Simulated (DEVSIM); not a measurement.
**abrupt Si p-n junction**

Structure: abrupt Si p-n junction, at 300 K.

```tsv
layer (left to right)	material	thickness (μm)	Nd (cm⁻³)	Na (cm⁻³)	τn (s)	τp (s)
1	Si	11.0	-	2.1e15	0.00085	0.00085
2	Si	0.620	1.2e14	-	0.00085	0.00085
```

Left contact: ohmic. Right contact: ohmic. Voltage is applied to the left contact. Recombination: SRH at mid-gap, radiative. Mobility is μmin + (μ − μmin)/(1 + (N/Nref)^α).

The device is made up for the run: typed textbook-type constants, with dimensions and the other settings drawn at random. Values at 300 K.

```
parameter           Si
-------------  -------
gap (eV)         1.124
affinity (eV)     4.05
permittivity      11.7
Nc (cm⁻³)      2.86e19
Nv (cm⁻³)       3.1e19
μn (cm²/Vs)       1417
μp (cm²/Vs)        470
μn,min              52
μp,min              45
Nref,n          9.7e16
Nref,p          2.2e17
αn                0.68
αp                0.72
B (cm³/s)      4.7e-15
```

Simulated with DEVSIM: 1D drift-diffusion, Boltzmann statistics, complete ionisation; no tunnelling, impact ionisation, image-force lowering or self-heating.

The potential step across the device at zero bias is 0.556 V and the largest field in the device at zero bias is 7700 V/cm. The dark forward voltage at 1 A/cm² is 0.425 V. The dark forward voltage at 100 A/cm² comes out as 1.057 V.

Dark forward current:

(V (V), J (A/cm²)): (0.05, 2.6e-6); (0.10, 1.9e-5); (0.15, 0.00012); (0.20, 0.00070); (0.30, 0.023); (0.35, 0.12); (0.40, 0.55); (0.45, 1.8); (0.50, 4.3); (0.55, 8.0); (0.60, 13); (0.70, 24); (0.75, 32); (0.80, 40); (0.85, 50); (0.90, 60); (0.95, 72); (1.05, 98); (1.10, 110); (1.15, 130); (1.20, 140); (1.25, 160); (1.30, 170); (1.35, 190); (1.45, 220); (1.50, 230); (1.55, 250); (1.60, 260)
